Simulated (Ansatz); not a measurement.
## A computed series for Mo: pressure series

Take Mo in the bcc (W type) structure (space group Im-3m, No. 229; a = 3.1608 Å) as the base.

Cell and atoms are relaxed at each pressure.

Level of theory: PBE (Ansatz, a quantum-chemistry and plane-wave program, PAW, spin-orbit coupling left out), earlier PAW set.

Notes on the quantities. enthalpy: H = E + PV relative to the base's energy.

```json
[
 {"case": "base", "enthalpy": "–", "volume per atom": "15.79 Å³"},
 {"case": "pressure −2 GPa", "enthalpy": "-0.20 eV/atom", "volume per atom": "15.91 Å³"},
 {"case": "pressure −1 GPa", "enthalpy": "-0.10 eV/atom", "volume per atom": "15.85 Å³"},
 {"case": "pressure 1.8 GPa", "enthalpy": "+0.18 eV/atom", "volume per atom": "15.68 Å³"},
 {"case": "pressure 4.2 GPa", "enthalpy": "+0.41 eV/atom", "volume per atom": "15.54 Å³"},
 {"case": "pressure 9 GPa", "enthalpy": "+0.87 eV/atom", "volume per atom": "15.28 Å³"},
 {"case": "pressure 18 GPa", "enthalpy": "+1.72 eV/atom", "volume per atom": "14.85 Å³"},
 {"case": "pressure 30 GPa", "enthalpy": "+2.81 eV/atom", "volume per atom": "14.36 Å³"},
 {"case": "pressure 45 GPa", "enthalpy": "+4.13 eV/atom", "volume per atom": "13.85 Å³"},
 {"case": "pressure 60 GPa", "enthalpy": "+5.41 eV/atom", "volume per atom": "13.40 Å³"}
]
```

Load acts through the strain it causes; cell and atoms are relaxed under it. Whether these cells are dynamically stable was not tested. No other phases were tried under pressure. The final runs are not spin-polarised.
